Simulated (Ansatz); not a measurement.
Results of PBEsol in Ansatz (plane waves, PAW) for SnS (model structure, within 0.1 Å of Fm-3m, No. 225, 2 atoms in the cell).

Numerical settings: plane-wave cutoff 500 eV, 12×12×12 k mesh, Fermi–Dirac smearing 0.05 eV, scalar-relativistic PAW data made under PBE.

Cell (relaxed at this level):

Space group Fm-3m (No. 225); a = 5.7444 Å, b = 5.7444 Å, c = 5.7444 Å, α = 90.00°, β = 90.00°, γ = 90.00°

```
atom  site  symmetry       x       y       z
----  ----  --------  ------  ------  ------
Sn      4b      m-3m  0.5000  0.5000  0.5000
S       4a      m-3m  0.0000  0.0000  0.0000
```
(The calculation used a cell of 2 atoms; values per cell refer to that cell.)

### Question
Give the computed band gap.

### Answer

- band gap: 0.26 eV (on the SCF k mesh)

Spin–orbit coupling is not included.

Computing time: roughly 2.3 core-minutes.

A model structure was made by putting elements into a prototype or built by hand; it is no filed structure, need not be a known phase, and can be a saddle point held by its symmetry.

Ansatz is a first-principles code.
